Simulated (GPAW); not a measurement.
A zone-centre phonon calculation of Y (P6_3/mmc, 2 atoms in the cell) with GPAW.

Level of theory: PBE, GPAW PAW datasets PBE (gpaw-data 1.0.1) (plane waves; GPAW).

```xyz
2
Lattice="1.8195 -3.1515 0.0000 1.8195 3.1515 0.0000 0.0000 0.0000 5.7128" Properties=species:S:1:pos:R:3 pbc="T T T"
Y      1.8195     1.0505     1.4282
Y      1.8195    -1.0505     4.2846
```

Reference input (self-consistent single point, DFT PBE, plane waves, GPAW PAW datasets PBE (gpaw-data 1.0.1)): mode = pw; ecut = 550 eV; xc = PBE; kpts = 5 5 3; mesh shift (steps) = 0 0 0; occupations.name = methfessel-paxton; occupations.width = 0.1 eV; occupations.order = 0; nbands = -8; convergence.forces = 0.001 eV/Å; symmetry.symmorphic = false; symmetry.tolerance = 0.0005. This run's input differs from it in these lines:

```diff
@@ -2,2 +2,3 @@
 from ase.units import GPa
+from ase.vibrations import Vibrations
 from gpaw import GPAW
@@ -17,4 +18,4 @@
             nbands=-8,
-            convergence={'forces': 0.001},
-            symmetry={'symmorphic': False, 'tolerance': 0.0005},
+            convergence={'energy': 5e-13, 'density': 4e-08, 'eigenstates': 5e-17},
+            symmetry={'point_group': False},
             maxiter=100,
@@ -32 +33,6 @@
 
+vib = Vibrations(atoms, delta=0.02)
+vib.run()
+vib.summary()
+frequencies = vib.get_frequencies()
+
```

The program printed (abridged):

```
     iter     time        total  log10-change:
                         energy   eigst   dens
iter:   1 --:--:--    -9.470969
iter:   2 --:--:--    -9.457928   -1.76  -1.47
iter:   3 --:--:--    -9.349559   -1.39  -1.49
iter:   4 --:--:--    -9.375687   -2.05  -2.05
iter:   5 --:--:--    -9.356411   -2.13  -2.15
   [... 25 lines left out ...]
iter:  31 --:--:--    -9.352584  -12.14  -7.23
iter:  32 --:--:--    -9.352584  -13.08  -6.99
iter:  33 --:--:--    -9.352584  -12.91  -7.25
iter:  34 --:--:--    -9.352584  -14.23  -7.37
iter:  35 --:--:--    -9.352584  -13.31  -7.47c
iter:  36 --:--:--    -9.352584  -14.11  -7.59c
iter:  37 --:--:--    -9.352584  -14.06  -7.66c
iter:  38 --:--:--    -9.352584  -14.84  -7.70c
iter:  39 --:--:--    -9.352584  -14.86  -7.75c
iter:  40 --:--:--    -9.352584  -14.83  -7.85c
iter:  41 --:--:--    -9.352584  -15.36  -7.87c
iter:  42 --:--:--    -9.352584  -15.12  -8.36c
iter:  43 --:--:--    -9.352584  -15.59  -8.65c
iter:  44 --:--:--    -9.352584  -17.18c -8.71c
iter:  45 --:--:--    -9.352584  -15.99  -8.75c
iter:  46 --:--:--    -9.352584  -17.42c -9.15c
iter:  47 --:--:--    -9.352584c -16.04  -9.19c
iter:  48 --:--:--    -9.352584c -15.83  -9.03c
iter:  49 --:--:--    -9.352584c -16.88c -9.13c
Converged after 49 iterations.

Dipole moment: (-0.000000, 0.000000, 0.000000) |e|*Ang

Energy contributions relative to reference atoms: (reference = -184182.767865)

Kinetic:         +1.447162
Potential:       -0.071156
External:        +0.000000
XC:             -10.390711
Entropy (-ST):   -0.029651
Local:           -0.323054
SIC:             +0.000000
--------------------------
   [... lines left out ...]
Free energy:     -9.367409
Fermi level: 6.43822
No gap
Atomic positions and initial magnetic moments
   [... lines left out ...]
iter:  98 --:--:--    -9.352528  -21.06c -11.23c
iter:  99 --:--:--    -9.352528  -21.24c -11.13c
iter: 100 --:--:--    -9.352528  -21.25c -11.11c

Did not converge!

Here are some tips:

1) Make sure the geometry and spin-state is physically sound.
2) Use less aggressive density mixing.
3) Solve the eigenvalue problem more accurately at each scf-step.
4) Use a smoother distribution function for the occupation numbers.
5) Try adding more empty states.
6) Use enough k-points.
7) Don't let your structure optimization algorithm take too large steps.
8) Solve the Poisson equation more accurately.
9) Better initial guess for the wave functions.

See details here:

    https://gpaw.readthedocs.io/documentation/convergence.html

Traceback (most recent call last):
   [... frames left out ...]
gpaw.KohnShamConvergenceError: Did not converge!  See text output for help.
```

The run ended unconverged in one of its stages. GPAW prints stress with tension positive. 

The starting cell has typed, rounded lattice constants, without a prior relaxation at this level. Its lattice was rescaled by up to half a per cent.

Cost on one core of a shared machine: roughly 4 min.
